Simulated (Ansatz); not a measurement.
Zinc-blende BeS, treated with G0W0@PBE0 (plane waves, hard PAW, contour deformation; Ansatz, an electronic-structure program).

The cell has the measured lattice parameters. Conventional cell: a = 4.8700 Å, b = 4.8700 Å, c = 4.8700 Å, α = 90.00°, β = 90.00°, γ = 90.00°.

The quasiparticle gap at Γ at a fixed k mesh 4×4×4:

```tsv
response cutoff	value (eV)
150 eV, 221 empty bands	8.006
200 eV, 341 empty bands	8.050
250 eV, 476 empty bands	8.072
300 eV, 626 empty bands	8.088
```

**Question.** Taking the value to converge with the response cutoff E as E^(−3/2), extrapolate from the last two rows.

**Answer.** With y = y∞ + c/w and weights w = 3953 and 5196 for the last two rows, y∞ = (w2 y2 − w1 y1)/(w2 − w1) = (5196 × 8.088 − 3953 × 8.072)/1243 = 8.139 eV, which lies 0.051 beyond the last row. Successive pairs of rows give 8.132, 8.127, 8.139. The limit also hangs on the law assumed, so its last digits aren't firm.

The other settings are not extrapolated, so this is the limit in one setting alone.

At the last cutoff the smallest gap on this mesh is 5.12 eV, with an edge away from Γ.

Note: GW on a hybrid start was not checked against another program.
